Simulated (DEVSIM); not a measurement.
Structure: illuminated GaSb p-on-n cell, one wavelength, at 300 K.

```
layer (left to right)  material  thickness (μm)  Nd (cm⁻³)  Na (cm⁻³)  τn (s)  τp (s)  absorption coefficient (cm⁻¹)
---------------------  --------  --------------  ---------  ---------  ------  ------  -----------------------------
1                          GaSb           0.140          -       5e17    4e-8    7e-9                          86000
2                          GaSb            1.20     1.2e16          -  5.4e-8  5.4e-8                          86000
```

Left contact: ohmic, minority electron recombination velocity 40000 cm/s. Right contact: ohmic, minority hole recombination velocity 700 cm/s. Voltage is applied to the left contact. Recombination: SRH at mid-gap, radiative, Auger. Light enters at the left, 1.6e17 photons cm⁻² s⁻¹, one pass, no reflection. Mobility is μmin + (μ − μmin)/(1 + (N/Nref)^α).

The device is made up for the run: typed textbook-type constants, with dimensions and the other settings drawn at random. Values at 300 K.

```
parameter        GaSb
-------------  ------
gap (eV)        0.726
affinity (eV)    4.06
permittivity     15.7
Nc (cm⁻³)      2.1e17
Nv (cm⁻³)      1.8e19
μn (cm²/Vs)      5000
μp (cm²/Vs)       850
μn,min           1000
μp,min            190
Nref,n         2.8e17
Nref,p           9e17
αn               1.05
αp               0.65
B (cm³/s)       1e-10
Cn (cm⁶/s)      5e-30
Cp (cm⁶/s)      5e-30
```

Simulated with DEVSIM: 1D drift-diffusion, Boltzmann statistics, complete ionisation; no tunnelling, impact ionisation, image-force lowering or self-heating.

The recombination velocity at the left contact was swept, all else fixed.

| recombination velocity at the left contact (cm/s) | largest power (mW/cm²) | dark forward voltage at 100 A/cm² (V) | open-circuit voltage (V) | fill factor |
|---|---|---|---|---|
| 10 | 5.60 | 0.565 | 0.316 | 0.69 |
| 100 | 5.60 | 0.565 | 0.316 | 0.69 |
| 1000 | 5.59 | 0.564 | 0.315 | 0.69 |
| 10000 | 5.56 | 0.559 | 0.314 | 0.70 |
| 40000 | 5.48 | 0.547 | 0.309 | 0.70 |
| 1e5 | 5.34 | 0.533 | 0.302 | 0.70 |
| 1e6 | 4.31 | 0.487 | 0.266 | 0.68 |
| 1e7 | 2.81 | 0.454 | 0.228 | 0.66 |

From the first row to the last the largest power goes from 5.60 to 2.81. From the first row to the last the dark forward voltage at 100 A/cm² goes from 0.565 to 0.454.
